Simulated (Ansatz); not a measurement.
Ansatz (a quantum-chemistry and plane-wave program) is run on Cs2LaCuI6 (Fm-3m, 10 atoms in the cell), and the run fails. The aim is a self-consistent single point with DFT, PBE, plane waves, default PAW files.

Cell that was meant: a = 8.6039 Å, b = 8.6039 Å, c = 8.6039 Å, α = 60.00°, β = 60.00°, γ = 60.00°.

Part of the input:

Ansatz 0.2 input:
```yaml
kpoints:
  mp_grid:
    grid: [3, 3, 3]
hamiltonain:
  xc: pbe
  pseudopotentials:
    kind: paw
```

Log, with long lists cut:

```
Error: YAML parse error: error: line 20 column 1: unknown field `hamiltonain`, expected one of crystal, accuracy, basis, kpoints, hamiltonian, magnetization, projection, total_charge, correlation, batch, efield, external_charges, scf, relax, neb, saddle, md, ramp, phonons, dielectric, real_time, elastic, magnetic_configurations, gw, evaluate, workflow, output, checkpoint, execution
  --> <input>:20:1
   |
18 |   mp_grid:
19 |     grid: [3, 3, 3]
20 | hamiltonain:
   | ^ unknown field `hamiltonain`, expected one of crystal, accuracy, basis, kpoints, hamiltonian, magnetization, projection, total_charge, correlation, [...]
21 |   xc: pbe
22 |   pseudopotentials:
   |
```

Question: From the messages shown, name the fault and mend the input.

Answer: The program does not know the word hamiltonain. To fix it, write hamiltonian. The program stopped before any SCF iteration.

The sound input it was made from differs as follows (other fixes are possible):
```diff
-hamiltonain:
+hamiltonian:
```

With that input, the run converged in 8 iterations: free energy E − TS (on the zero of these files) -69306.2140 eV; top of the valence band (on the code's own zero) 4.84 eV; gap on the k-point mesh 2.08 eV; pressure 0.74 GPa; largest force (vector length) 0.877 eV/Å (DFT, PBE, plane waves, default PAW files).

On the sound input: the starting cell was generated: these elements placed on a structure prototype, without a prior relaxation; it need not be a known phase or ordering of this composition. Its lattice was rescaled by a random factor within 2.5 % of one. Spin-orbit coupling is off. Ansatz's pressure includes its estimate of the finite-basis (Pulay) stress.
